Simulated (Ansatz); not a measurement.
**Short convergence ladders for a (001) slab of CuAgO2 (cut from a parent of space group no. 47; 8 atoms in the cell)**

```yaml
crystal:
  lattice:
    - [2.80799, 0.00000, 0.00000]
    - [0.00000, 3.34383, 0.00000]
    - [0.00000, 0.00000, 23.31661]
  atoms:
    - { symbol: Cu, position: [0.50000, 0.50000, 0.35317] }
    - { symbol: Ag, position: [0.00000, 0.00000, 0.46870] }
    - { symbol: O, position: [0.00000, 0.50000, 0.30022] }
    - { symbol: O, position: [0.00000, 0.50000, 0.40612] }
    - { symbol: Cu, position: [0.50000, 0.50000, 0.58424] }
    - { symbol: Ag, position: [0.00000, 0.00000, 0.69978] }
    - { symbol: O, position: [0.00000, 0.50000, 0.53129] }
    - { symbol: O, position: [0.00000, 0.50000, 0.63720] }
```

Base method: LDA (PW92), default PAW files made with PBE (plane waves; Ansatz, an electronic-structure program).

Base settings: basis.ecutwfc = 30.9 Ry; kpoints.mp_grid.grid = 9 8 1; hamiltonian.xc = lda; hamiltonian.pseudopotentials = {kind: paw} (the program's default PAW files); scf.occupations.method = fermi_dirac; scf.occupations.width = 0.0073 Ry.

The count of work is k-points × plane waves × bands × iterations; it is no time. Core times come from one kind of shared machine, to one figure; runs under 30 s give none.

**The vacuum**

The mesh stays at the base's, so the ladder's end is converged at best in this setting alone.

Only quantities that move along the ladder and can be compared are tabulated.

```csv
vacuum between outermost atoms (Å),free energy less the last step's (meV/atom),largest difference of a force vector from the last step's (eV/Å),count of work / last
3.0,-66.04,0.821,0.28
4.0,-24.95,0.248,0.34
5.0,-14.01,0.114,0.40
6.0,-9.69,0.070,0.43
7.0,-7.36,0.050,0.42
8.0,-5.86,0.038,0.44
10.0,-4.02,0.026,0.49
12.0,-2.89,0.018,0.54
14.0,-2.13,0.012,0.59
17.0,-1.39,0.008,0.67
20.0,-0.89,0.004,0.75
25.0,-0.36,0.002,0.87
30.0,0.00,0.000,1.0
```

State of the free energy at the end of the ladder: still drifting one way, by 0.89 meV/atom over the last two steps, so the last step is no safe reference.

**The plane-wave cutoff**

The mesh stays at the base's, so the ladder's end is converged at best in this setting alone.

Only quantities that move along the ladder and can be compared are tabulated.

| basis.ecutwfc | free energy less the last step's (meV/atom) | largest difference of a force vector from the last step's (eV/Å) | count of work / last | core time / last (rough) |
|---|---|---|---|---|
| 15.4 Ry | 7217.87 | 2.822 | 0.15 | – |
| 18.4 Ry | 1922.91 | 0.293 | 0.18 | – |
| 21.7 Ry | 434.87 | 0.140 | 0.22 | – |
| 26.1 Ry | 54.75 | 0.023 | 0.27 | – |
| 30.9 Ry | 5.87 | 0.001 | 0.36 | 0.4 |
| 37.1 Ry | 0.80 | 0.002 | 0.46 | 0.5 |
| 46.3 Ry | 0.41 | 0.001 | 0.64 | 0.6 |
| 61.7 Ry | 0.00 | 0.000 | 1.0 | 1 |

Coarsest basis.ecutwfc that holds the free energy within 5 meV/atom of the last step, with all finer ones: 37.1 Ry; the step before is off by 5.9 meV/atom.

Coarsest basis.ecutwfc that holds the forces within 0.005 eV/Å of the last step, with all finer ones: 30.9 Ry, at 0.36 of the last step's count of work and about 0.4 of the last step's time; the step before is off by 0.023 eV/Å.

On the base run: the starting cell comes from a database of computed structures (which also holds hypothetical and non-ambient phases and stackings), without a prior relaxation at this level. The slab is cut from that crystal, and its faces are unrelaxed. Its lattice was rescaled by up to half a per cent. Spin polarisation is off, so a magnetic state, if there is one, cannot be reached. The two faces of this cut differ, and no dipole correction was used. In the base run, forces exceed 1 eV/Å.

Keys are those of Ansatz 0.2.
